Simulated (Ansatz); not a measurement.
Here is the system:

```xyz
2
Lattice="3.9280 0.0000 0.0000 1.9640 3.4017 0.0000 1.9640 -1.1339 3.2574" Properties=species:S:1:pos:R:3 pbc="T T T"
Na     0.0000     0.0000     0.0000
Cl     1.9640     1.1339     1.6287
```

No spin polarisation.

Computed with PBEsol (Ansatz, an electronic-structure program), no spin-orbit coupling. k-mesh 10×10×10 (Γ-centred); smearing 0.05 eV (Fermi–Dirac).

Task: Predict the band gap and electron mass.

Result: 
```json
{
 "band_gap": "5.03 eV",
 "electron_mass": "0.39 mₑ (at Γ)"
}
```

The cells carry an imposed strain or load. Masses are band curvatures over ±0.01 Å⁻¹ around the edge. Whether these cells are dynamically stable was not tested. The cell was made from NaCl in the rock salt structure (space group Fm-3m, No. 225) by this change: biaxial strain −0.83 %, plane normal [111], relaxed out of plane.
